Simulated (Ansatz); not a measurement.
The starting structures come from a database of crystals and need not be the phases stable at ambient conditions.

**Evanescent states of SnF₂ (P4_12_12, not sure to be the ambient phase, 12 atoms a cell, 18.4 Å³ an atom, -2 GPa at this level) along the normal of (100)**

Calculation: r2SCAN (plane waves, PAW; Ansatz, a program for electronic structure).

No gap correction and no spin-orbit coupling; mid-gap values are interpolated between computed energies.

Energies count from the valence-band top; κ is the least over a 6×4 mesh across the current.

| E (eV) | κ (1/Å) | where |
|---|---|---|
| 0.09 | 0.191 | Γ |
| 0.27 | 0.392 | off Γ |
| 0.45 | 0.409 | off Γ |
| 0.63 | 0.422 | off Γ |
| 0.81 | 0.431 | off Γ |
| 0.99 | [?] | off Γ |
| 1.17 | [?] | off Γ |
| 1.35 | [?] | off Γ |
| 1.53 | [?] | off Γ |
| 1.71 | [?] | off Γ |
| 1.89 | [?] | off Γ |
| 2.07 | [?] | off Γ |
| 2.25 | [?] | off Γ |
| 2.43 | [?] | off Γ |
| 2.61 | [?] | off Γ |
| 2.79 | 0.325 | off Γ |
| 2.97 | 0.295 | off Γ |
| 3.15 | 0.259 | off Γ |
| 3.33 | 0.213 | off Γ |
| 3.51 | 0.145 | off Γ |

Question: What belongs in the gaps?

Answer: 
- 0.99, κ (1/Å): 0.436
- 1.17, κ (1/Å): 0.439
- 1.35, κ (1/Å): 0.439
- 1.53, κ (1/Å): 0.437
- 1.71, κ (1/Å): 0.430
- 1.89, κ (1/Å): 0.418
- 2.07, κ (1/Å): 0.405
- 2.25, κ (1/Å): 0.389
- 2.43, κ (1/Å): 0.371
- 2.61, κ (1/Å): 0.350
